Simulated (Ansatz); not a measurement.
The parent structure is K₂MgCl₄ (space group I4/mmm, No. 139; a = 4.896 Å, c = 15.500 Å; a cell from a computed database, its experimental status unchecked).

It is then changed as follows: a free-standing slab of 1 layer (7 atoms, 7 a layer) is cut normal to the stacking axis, with 15 Å of vacuum and the in-plane cell relaxed.

Levels (all Ansatz, a program for electronic structure, PAW): r2SCAN+rVV10 (500 eV, no SOC); HSE06 (420 eV, spin-orbit coupling left out).

The geometry is relaxed with r2SCAN+rVV10.

| Quantity | Value |
|---|---|
| r2SCAN+rVV10 lowest conduction level above the VBM at special points | Γ 5.78 eV; X 7.39 eV; M 7.83 eV |

With HSE06 at the same geometry, the lowest conduction level above the VBM at special points goes from Γ 5.78 eV; X 7.39 eV; M 7.83 eV to Γ 6.17 eV; X 7.75 eV; M 8.28 eV.

Single points use the geometry relaxed with r2SCAN+rVV10. HSE06 gaps are upper bounds (no full band path). The levels and masses belong to the bands next to the band gap. No phonon test of stability was made. k-point labels follow each cell's own Brillouin zone.
